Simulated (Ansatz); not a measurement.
Worked example: zone-centre phonon calculation of CaO (Fm-3m, 2 atoms in the cell) in Ansatz (an electronic-structure program).

Computed with PBE (plane waves, PAW; Ansatz).

```xyz
2
Lattice="0.0000 2.4122 2.4122 2.4122 0.0000 2.4122 2.4122 2.4122 0.0000" Properties=species:S:1:pos:R:3 pbc="T T T"
Ca     0.0000     0.0000     0.0000
O      2.4122     2.4122     2.4122
```

Reference input (self-consistent single point, DFT, PBE, plane waves, default PAW files): basis.ecutwfc = 420 eV; kpoints.mp_grid.grid = 9 9 9; hamiltonian.xc = pbe; hamiltonian.pseudopotentials = {kind: paw} (the program's default PAW files); scf.occupations.method = fermi_dirac; scf.occupations.width = 0.02 eV. This run's input differs from it in these lines:

Ansatz 0.2 input:
```diff
@@ -13,3 +13,3 @@
   mp_grid:
-    grid: [9, 9, 9]
+    grid: [17, 17, 17]
 hamiltonian:
@@ -20,8 +20,7 @@
   occupations:
-    method: fermi_dirac
-    width: 0.02
-output:
-  forces: true
-  eigenvalues: true
-  stress: true
+    method: fixed
+phonons:
+  method: dfpt
+  dielectric: true
+  rigid_motions: translations
```

Log, with long lists cut:

```
SCF iter   1: F=—  HF=-2387.722810 eV  |F-HF|=—  |Δ(HF+E_count)|=         —  Δρ=1.09e-3  dr2=2.66e-4  ethr=1.77e-3  ⟨swp⟩=4.6  Hψ=28787  notcnv=0  defer=82
all-band conjugate gradients solve this SCF's bands
preconditioner: auto → none
SCF iter   2: F=—  HF=-2387.722854 eV  |F-HF|=—  |Δ(HF+E_count)|=   4.37e-5  Δρ=1.96e-3  dr2=1.04e-3  ethr=1.66e-6  ⟨swp⟩=2.0  Hψ=11947  notcnv=0  defer=802
SCF iter   3: F=—  HF=-2387.722664 eV  |F-HF|=—  |Δ(HF+E_count)|=   1.90e-4  Δρ=6.82e-4  dr2=1.34e-4  ethr=1.66e-6  ⟨swp⟩=2.0  Hψ=7127  notcnv=0  defer=647
   [... lines left out ...]
SCF iter   7: F=—  HF=-2387.722676 eV  |F-HF|=—  |Δ(HF+E_count)|=   1.29e-7  Δρ=1.60e-5  dr2=7.41e-8  ethr=4.26e-9  ⟨swp⟩=2.0  Hψ=5516  notcnv=0
SCF iter   8: F=—  HF=-2387.722676 eV  |F-HF|=—  |Δ(HF+E_count)|=   1.43e-8  Δρ=5.91e-6  dr2=1.01e-8  ethr=4.63e-10  ⟨swp⟩=2.0  Hψ=5405  notcnv=0
SCF iter   9: F=—  HF=-2387.722676 eV  |F-HF|=—  |Δ(HF+E_count)|=   2.04e-9  Δρ=1.57e-6  dr2=7.19e-10  ethr=6.32e-11  ⟨swp⟩=2.0  Hψ=5892  notcnv=0
SCF iter  10: F=-2387.722676 eV  HF=-2387.722676 eV  |F-HF|=4.55e-13  |Δ(HF+E_count)|=  1.63e-10  Δρ=2.13e-8  dr2=1.04e-13  ethr=1.00e-12  ⟨swp⟩=4.1  Hψ=21964  notcnv=0
SCF 1 converged in 10 iterations: F = -2387.722676 eV  dr2 = 1.04e-13
DFPT response loops at Γ: preconditioner auto → none (the input reference at scf.mixing.eps_inf says where Resta's filter doesn't serve); β = 0.50 …
Free energy (F): -2387.722676 eV
Internal energy: -2387.722676 eV  (E = F + TS)
E sigma→0 (E₀):  -2387.722676 eV
Fermi energy:    7.571086 eV
--- Phonons (Γ-DFPT): 2 representative perturbations + reference, on 405 of 4913 k-points (Σ response iterations 8) ---
  k mesh reduced under 8 symmetry operations, with k and −k counted as one. Each operation leaves every solved perturbation unchanged …
  ASR residual: 2.773e-5 → 0.000e0 eV/Å²; symmetrization residual: 1.219e-6 eV/Å²
   [... lines left out ...]
  k-mesh period / interband length: 58.0 Å / 1.42 Å = 40.76 at k = (0.0000, 0.0000, 0.0000), direct gap 4.640 eV — 14 or more, which is no proof of convergence
   [... lines left out ...]
        539.19      1            11.1712
  optical modes at Γ + LO–TO along q̂ = [0.0000, 1.0000, 0.0000]:
      ω (cm⁻¹)  modes    IR ((D/Å)²/amu)
        258.19      2            22.3424
        539.19      1            11.1712
  optical modes at Γ + LO–TO along q̂ = [0.0000, 0.0000, 1.0000]:
      ω (cm⁻¹)  modes    IR ((D/Å)²/amu)
        258.19      2            22.3424
        539.19      1            11.1712
```

The run converged in 10 iterations. 

Summary of the result:
| Property | Result |
|---|---|
| Free energy E − TS (on the zero of these files) | -2387.7227 eV |
| Top of the valence band (on the code's own zero) | 7.57 eV |
| Gap on the k-point mesh | 3.67 eV |
| Zone-centre frequencies (cm⁻¹; negative means imaginary) | 0, 0, 0, 258, 258, 258 |
| ε∞ at this k-point mesh, which may be far from converged in small-gap cells (xx, yy, zz) | 3.79, 3.79, 3.79 |
| Born charges at this mesh (mean of the diagonal, e) | Ca 2.35, O -2.35 |

The starting cell has typed, rounded lattice constants, without a prior relaxation at this level. Its lattice was rescaled by up to half a per cent. The frequencies listed for the zone centre hold no LO-TO term.

Cost on one core of a shared machine: roughly 70 s.
